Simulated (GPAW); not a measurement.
Band structure of TePb (Fm-3m, 2 atoms in the cell).

```yaml
crystal:
  lattice:
    - [0.00000, 3.29608, 3.29608]
    - [3.29608, 0.00000, 3.29608]
    - [3.29608, 3.29608, 0.00000]
  atoms:
    - { symbol: Te, position: [0.00000, 0.00000, 0.00000] }
    - { symbol: Pb, position: [0.50000, 0.50000, 0.50000] }
```

Method of the run: PBE, GPAW PAW datasets PBE (gpaw-data 1.0.1) (plane waves; GPAW).

Settings: mode = pw; ecut = 550 eV; xc = PBE; kpts = 9 9 9; mesh shift (steps) = 0 0 0; occupations.name = fermi-dirac; occupations.width = 0 eV; nbands = -6; convergence.bands = -4; symmetry.symmorphic = false; symmetry.tolerance = 0.0005; maxiter = 120; bandpath_npoints = 40.

The starting cell comes from a database of computed structures (which also holds hypothetical and non-ambient phases and stackings), without a prior relaxation at this level. Its lattice was rescaled by a random factor within 2.5 % of one. Spin-orbit coupling is off.

**Question.** Predict the gap along the standard path and the places of the band edges.

**Answer.** The gap along the path is 0.81 eV, direct at L to within 0.01 eV.

Levels in eV from the top of the valence band on the SCF mesh, bands 7 to 14:
```
point      7      8      9     10    11    12    13    14
-----  -----  -----  -----  -----  ----  ----  ----  ----
Γ      -5.63  -1.10  -1.10  -1.10  4.02  4.02  4.02  6.00
X      -7.09  -4.01  -2.44  -2.44  3.60  5.28  5.28  6.39
W      -7.67  -3.35  -3.35  -0.22  1.75  5.23  5.23  6.77
K      -7.65  -3.65  -1.97  -1.81  3.55  3.73  5.27  5.75
L      -8.18  -0.67  -0.67   0.06  0.87  1.43  1.43  8.37
U      -7.65  -3.65  -1.97  -1.81  3.55  3.73  5.27  5.75
```
